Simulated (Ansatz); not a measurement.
The parent structure is MoTe2 in the 2H-MoS2 type structure (space group P6_3/mmc, No. 194; a = 3.497 Å, c = 13.696 Å; layered, stacked along the Cartesian z axis).

(Cell as relaxed with PBE-D3(BJ).)

Levels (all Ansatz, a first-principles code, PAW): PBE-D3(BJ) (420 eV, spin-orbit coupling left out); PBEsol-D3(BJ) (420 eV, scalar-relativistic without spin-orbit coupling).

Each level relaxes its own structure.

```csv
quantity,PBE-D3(BJ),PBEsol-D3(BJ)
volume per atom,24.17 Å³,22.69 Å³
lattice parameter a,3.497 Å,3.434 Å
lattice parameter c,13.696 Å,13.330 Å
band gap,0.60 eV,0.33 eV
gap character,"indirect, Γ → K–Γ (44 % along)","indirect, K–Γ (81 % along) → K–Γ (44 % along)"
```

PBE-D3(BJ)'s volume per atom lies 1.48 Å³ above PBEsol-D3(BJ)'s (6.5 %); PBE-D3(BJ)'s lattice parameter a lies 0.063 Å above PBEsol-D3(BJ)'s (1.8 %); PBE-D3(BJ)'s lattice parameter c lies 0.3655 Å above PBEsol-D3(BJ)'s (2.7 %); PBE-D3(BJ)'s band gap lies 0.27 eV above PBEsol-D3(BJ)'s; they disagree on the gap character. Neither level is exact; PBEsol-D3(BJ) is the comparison here, not a measurement.

With Te present, leaving out spin-orbit coupling can change the band edges. Whether these cells are dynamically stable was not tested. The D3 term's C6 switches between coordination references near this geometry, which can add small steps to energies.
